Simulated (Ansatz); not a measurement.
We consider CsCl-type CoAl, described by PBE (PAW; Ansatz, a first-principles code).

Settings: plane-wave cutoff 520 eV, 22×22×22 k mesh, Fermi–Dirac smearing 0.04 eV (set by the program), no spin polarisation, scalar-relativistic PAW data made under PBE.

The cell has the measured lattice: a = b = c = 2.8610 Å, α = β = γ = 90.00°.

Problem. What does this level give for the Poisson ratio, elastic constant C12, Voigt–Reuss–Hill bulk modulus, Young modulus, elastic constant C44 and elastic constant C11?

Solution. 
Poisson ratio: 0.233
elastic constant C12: 117 GPa
Voigt–Reuss–Hill bulk modulus: 172 GPa
Young modulus: 275 GPa
elastic constant C44: 136 GPa
elastic constant C11: 283 GPa

Note: the cell isn't this level's own, so it is under some stress, which shifts stiffness and frequencies.

Elastic constants are with the ions relaxed.

The computed numbers hold no vibrational or temperature effects.

Cost on a shared machine: around 3 core-minutes (rough).
